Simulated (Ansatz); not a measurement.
Start from HfO₂ in the rutile structure (space group P4_2/mnm, No. 136; a = 4.830 Å, c = 3.210 Å; a cell from a computed database, its experimental status unchecked). Axes: x, y, z lie along a, b, c of the conventional cell.

It is then changed as follows: uniaxial stress, 5 GPa tension along z, with the cell and atoms free to relax against it.

All numbers come from PBEsol (Ansatz, an electronic-structure program; PAW; 420 eV plane waves; no spin-orbit coupling).

Base, band edges from the VBM (valence, conduction): A -0.47, 5.09; M -0.74, 4.16; R -0.87, 4.12; X -0.64, 4.58; Z -0.96, 5.57; Γ 0.00, 3.89 eV.

Problem. Give the band edges at the high-symmetry points of the new zone, measured from its valence-band maximum.

Solution. 
```tsv
point	valence edge (eV)	conduction edge (eV)
Γ	0.00	3.92
X	-0.64	4.56
M	-0.69	4.19
Z	-0.95	5.55
R	-0.86	4.12
A	-0.47	5.06
```

The gap is 3.92 eV, direct at Γ.

With Hf present, leaving out spin-orbit coupling can change the band edges. Load acts through the strain it causes; cell and atoms are relaxed under it. Beyond what the load breaks, stability against distortions was not tested. This is not the structure that HfO2 has at room temperature and ambient pressure.
